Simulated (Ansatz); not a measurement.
A computed series for HfSi2: pressure series

The parent structure is HfSi2 (space group Cmcm, No. 63; a = 3.650 Å, b = 14.350 Å, c = 3.635 Å).

Cell and atoms are relaxed at each pressure.

All numbers come from Ansatz (a program for electronic structure) PBEsol, no SOC.

Notes on the quantities. enthalpy: H = E + PV relative to the base's energy.

| change | enthalpy | volume per atom |
|---|---|---|
| base | – | 15.87 Å³ |
| pressure 3 GPa | +0.29 eV/atom | [?] |
| pressure 7 GPa | +0.68 eV/atom | 15.14 Å³ |
| pressure 15 GPa | +1.42 eV/atom | 14.47 Å³ |
| pressure 30 GPa | +2.72 eV/atom | [?] |

Task: Complete the table.

Result: 
- pressure 3 GPa, volume per atom: 15.54 Å³
- pressure 30 GPa, volume per atom: 13.51 Å³

Load acts through the strain it causes; cell and atoms are relaxed under it. Whether these cells are dynamically stable was not tested. No other phases were tried under pressure. All final runs are without spin polarisation.
